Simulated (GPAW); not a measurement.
Band structure of Ga2Cu (P4/mmm, 3 atoms in the cell).

```
Ga2Cu
1.0
    2.79944     0.00000     0.00000
    0.00000     2.79944     0.00000
    0.00000     0.00000     5.80334
Ga Cu
2 1
Direct
  0.50000   0.50000   0.28432
  0.50000   0.50000   0.71568
  0.00000   0.00000   0.00000
```

Computed with LDA (Perdew-Wang 92), GPAW PAW datasets LDA (gpaw-data 1.0.1) (plane waves; GPAW 25.7.0).

Settings: mode = pw; ecut = 850 eV; xc = LDA; kpts = 8 8 4; mesh shift (steps) = 0 0 0; occupations.name = methfessel-paxton; occupations.width = 0.136 eV; occupations.order = 0; nbands = -9; symmetry.symmorphic = false; symmetry.tolerance = 0.0005; maxiter = 120; bandpath_npoints = 40.

The starting cell comes from a database of computed structures (which also holds hypothetical and non-ambient phases and stackings), without a prior relaxation at this level. Spin polarisation is off.

Levels in eV from the Fermi level, bands 5 to 12:
```csv
point,5,6,7,8,9,10,11,12
Γ,-3.64,-3.64,-3.57,-3.27,5.91,6.63,6.63,9.13
X,-3.72,-3.52,-2.61,-2.49,-2.48,-0.99,1.89,10.23
M,-2.90,-2.27,-2.27,-1.82,1.30,2.28,2.43,2.43
Z,-3.64,-3.64,-3.27,-1.64,0.64,7.66,7.66,8.33
R,-4.11,-3.72,-3.66,-3.52,-2.27,3.44,3.70,5.90
A,-2.90,-2.23,-1.31,-1.31,0.20,0.20,0.86,2.81
```

Bands cross the Fermi level along this path, so the cell is metallic at this level.
